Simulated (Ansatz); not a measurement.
Rock-salt LuN, treated with PBEsol+SOC (Ansatz, an electronic-structure program, PAW).

Run with plane-wave cutoff 520 eV, 20×20×20 k mesh, Fermi–Dirac smearing 0.05 eV, PAW data made under PBE.

Cell (relaxed at this level):

```
LuN
1.0
    0.00000     2.34794     2.34794
    2.34794     0.00000     2.34794
    2.34794     2.34794     0.00000
Lu N
1 1
Direct
  0.00000   0.00000   0.00000
  0.50000   0.50000   0.50000
```

### Question
What does this level give for the bulk modulus and pressure derivative B′ of the bulk modulus?

### Answer

bulk modulus: 184 GPa
pressure derivative B′ of the bulk modulus: 4.0

The run finds no gap.

Static lattice: no zero-point or thermal effects.

Cost on a shared machine: roughly 10 core-minutes.
